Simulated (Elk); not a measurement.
## Sensitivity of a calculation on V (Im-3m, 1 atom in the cell) to its settings

```xyz
1
Lattice="-1.4688 1.4688 1.4688 1.4688 -1.4688 1.4688 1.4688 1.4688 -1.4688" Properties=species:S:1:pos:R:3 pbc="T T T"
V      0.0000     0.0000     0.0000
```

Base run A: PBE, all-electron FP-LAPW, Elk's shipped species files, APW+lo basis with extra local orbitals (Elk), self-consistent single point.

Its settings: xctype = 20; rgkmax = 7.5; swidth = 0.00367493 Ha; ngridk = 11 11 11; gmaxvr = 16 1/bohr; nxlo = 2; lorbcnd = true; rmtscf = 0.94; lmaxi = 2; maxscl = 100.

The starting cell comes from a database of computed structures (which also holds hypothetical and non-ambient phases and stackings), without a prior relaxation at this level. Its lattice was rescaled by a random factor within 2.5 % of one. Spin polarisation is off. Values depend on the basis (sphere radii, cutoffs, local orbitals), which need not be converged.

ΔF is the free energy per atom less that of run A. A dash stands where there is no value to compare (another energy zero or no entropy term, no result, no spin, no clean gap, or a mesh too coarse for one). Total energies depend on the potentials, the functional and any Hubbard or dispersion term, so they are compared only between runs that share all of them.

Run A gave: k-points 56; basis size 136; ending converged.

Runs:
- B: lattice scaled by 0.97; rgkmax: 7.5 → 5.81
- C: ngridk: 11 11 11 → 5 5 5
- D: xctype: 20 → 21 [revPBE]
- E: nempty: default → 3 per atom
- F: ngridk: 11 11 11 → 6 6 6
- G: swidth: 0.00367493 Ha → 0.00110248 Ha
- H: mixtype: default → 0
- I: nxlo: 2 → default; lorbcnd: true → default
- J: stype: default → 5
- K: ngridk: 11 11 11 → default; autokpt: default → true; radkpt: default → 60 bohr

### Question
What does run G change against A?

### Answer
The free energy rises by 25.6 meV/atom.

```tsv
run	ΔF (meV/atom)	k-points	basis size	ending
A	0.00	56	136	converged
B	915.8	56	104	converged
C	42.9	10	134	converged
D	–	56	136	converged
E	0.00	56	136	converged
F	46.1	16	134	converged
G	25.6	56	136	converged
H	–	56	136	not converged
I	26.2	56	71	converged
J	–	56	136	converged
K	-0.68	145	136	converged
```
